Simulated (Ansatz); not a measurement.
Structures of equal composition on the (111) surface of fcc Al: a layer of Rh in place of the second plane; a layer of Rh in place of the third plane. The slabs share one bottom face, and each structure is named by its start. These are constructed structures in small cells; real faces may alloy, dewet or reconstruct in larger ones, and not all known structures of the face are among them. Slabs of about 12 Å, Fermi-Dirac smearing of 0.1 eV. Bottom of the slabs: a bare face, its two planes held. Relaxed from the named starts with such symmetry as they have, on meshes of like density; energies extrapolated to zero smearing; spin only where a row says so; no spin-orbit coupling, no U. Brackets mark spin-polarised runs, whose order is one that fits the cell.

Method: PBE (plane waves to 420 eV, PAW; Ansatz, an electronic-structure program).

Problem. Put the candidates in order of energy per 1x1 cell, lowest first, for PBE.

Solution. a layer of Rh in place of the third plane (0.000 eV), a layer of Rh in place of the second plane (0.196 eV)
